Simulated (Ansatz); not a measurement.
An ideal cubic perovskite cell is held by its symmetry; such compounds can tilt or shift off centre at room temperature.

Where the default PAW files enter, the runs use the earlier of Ansatz's two default sets.

Evanescent states of BaTiO$_{3}$ (Pm-3m, cubic perovskite, 5 atoms a cell, 12.9 Å³ an atom, -2 GPa at this level) along the normal of (110)

Calculation: r2SCAN (plane waves, PAW; Ansatz, a quantum-chemistry and plane-wave program).

The gap is the functional's own. No spin-orbit coupling. Mid-gap values are those at the computed energy nearest the middle.

Energies count from the valence-band top; κ is the least over a 8×6 mesh across the current.

```json
[
 {"E (eV)": "0.06", "κ (1/Å)": "0.108", "where": "off Γ"},
 {"E (eV)": "0.17", "κ (1/Å)": "0.152", "where": "Γ"},
 {"E (eV)": "0.28", "κ (1/Å)": "0.176", "where": "Γ"},
 {"E (eV)": "0.39", "κ (1/Å)": "0.195", "where": "Γ"},
 {"E (eV)": "0.49", "κ (1/Å)": "0.210", "where": "Γ"},
 {"E (eV)": "0.60", "κ (1/Å)": "(withheld)", "where": "Γ"},
 {"E (eV)": "0.71", "κ (1/Å)": "(withheld)", "where": "Γ"},
 {"E (eV)": "0.82", "κ (1/Å)": "(withheld)", "where": "Γ"},
 {"E (eV)": "0.94", "κ (1/Å)": "(withheld)", "where": "Γ"},
 {"E (eV)": "1.04", "κ (1/Å)": "(withheld)", "where": "Γ"},
 {"E (eV)": "1.16", "κ (1/Å)": "(withheld)", "where": "Γ"},
 {"E (eV)": "1.26", "κ (1/Å)": "(withheld)", "where": "Γ"},
 {"E (eV)": "1.38", "κ (1/Å)": "(withheld)", "where": "Γ"},
 {"E (eV)": "1.49", "κ (1/Å)": "(withheld)", "where": "Γ"},
 {"E (eV)": "1.59", "κ (1/Å)": "(withheld)", "where": "Γ"},
 {"E (eV)": "1.71", "κ (1/Å)": "0.198", "where": "Γ"},
 {"E (eV)": "1.81", "κ (1/Å)": "0.178", "where": "Γ"},
 {"E (eV)": "1.93", "κ (1/Å)": "0.151", "where": "Γ"},
 {"E (eV)": "2.04", "κ (1/Å)": "0.112", "where": "Γ"},
 {"E (eV)": "2.15", "κ (1/Å)": "0.029", "where": "Γ"}
]
```

Question: Some entries are withheld; supply them.

Answer: 
- 0.60, κ (1/Å): 0.222
- 0.71, κ (1/Å): 0.231
- 0.82, κ (1/Å): 0.238
- 0.94, κ (1/Å): 0.242
- 1.04, κ (1/Å): 0.244
- 1.16, κ (1/Å): 0.243
- 1.26, κ (1/Å): 0.239
- 1.38, κ (1/Å): 0.234
- 1.49, κ (1/Å): 0.225
- 1.59, κ (1/Å): 0.213
